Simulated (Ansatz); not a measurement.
Reference: VIr3 (P6_3/mmc), PBEsol, DFPT electron-phonon coupling, linearised Boltzmann equation (plane waves, PAW, scalar-relativistic; Ansatz, a quantum-chemistry and plane-wave program); geometry: relaxed with this functional, without spin-orbit coupling.

```xyz
8
Lattice="5.4013 0.0000 0.0000 -2.7007 4.6777 0.0000 0.0000 0.0000 4.3100" Properties=species:S:1:pos:R:3 pbc="T T T"
V      0.0000     3.1185     3.2325
V      2.7007     1.5592     1.0775
Ir     0.0000     1.5666     1.0775
Ir     2.7007     3.1111     3.2325
Ir     4.0446     0.7833     3.2325
Ir    -1.3440     3.8944     1.0775
Ir     1.3440     3.8944     1.0775
Ir     1.3567     0.7833     3.2325
```

The resistivity at 300 K is 12.2 μΩ·cm, the mean free path at 300 K is 13.2 nm and the electron-phonon coupling λ comes out as 0.24. The logarithmic mean phonon energy comes out as 20 meV.

Question: Swap V for Nb, keeping the structure type. How do these values move?

Answer: NbIr3 (P6_3/mmc): volume per atom 13.6 to 14.6 Å³; resistivity at 300 K falls (12.2 μΩ·cm to 8.7 μΩ·cm); mean free path at 300 K rises (13.2 nm to 17.8 nm); electron-phonon coupling λ stays about the same (0.24 to 0.22); logarithmic mean phonon energy stays about the same (20 meV to 19.6 meV).

Moves up to 14 % count as about the same. Metals; harmonic phonons alone scatter; means over directions. The mean free path is weighted by the current that each state carries. Halving the electron mesh moves these values by up to 9 %; q meshes are mostly untested. Spin-orbit coupling is left out.

Computed structure with no diffraction record at hand here (it may be known, metastable or hypothetical): NbIr3 (P6_3/mmc), VIr3 (P6_3/mmc). Treated as nonmagnetic (a ferromagnetic start lost its moment, other orders weren't tried): VIr3 (P6_3/mmc). The missing spin-orbit coupling matters most for NbIr3 (P6_3/mmc), VIr3 (P6_3/mmc).
